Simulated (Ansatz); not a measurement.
The starting structures come from a database of crystals and need not be the phases stable at ambient conditions.

 Where the default PAW files enter, the runs use the earlier of Ansatz's two default sets.

Here is the system:

```
AlAs
1.0
    4.00239     0.00000     0.00000
    0.00000     6.57780     0.00000
    2.00120     0.00000     3.46617
Al As
2 2
Direct
  0.33333   0.99932   0.33333
  0.66667   0.49932   0.66667
  0.33333   0.62468   0.33333
  0.66667   0.12468   0.66667
```

Space group of this cell: P6_3mc, wurtzite. The cell is taken as given.

Transport runs along the normal of the first two printed cell vectors, the (100) plane of the conventional cell.

The gap is the functional's own, uncorrected, and κ follows it; spin-orbit coupling is left out. Mid-gap values are interpolated between the computed energies.

Q: Compute, with PBEsol in Ansatz (a program for electronic structure), the band gap and the smallest decay constant κ at mid-gap.

A: Gap 1.65 eV on a 10×6×10 mesh; κ = 0.117 1/Å, at the zone centre.
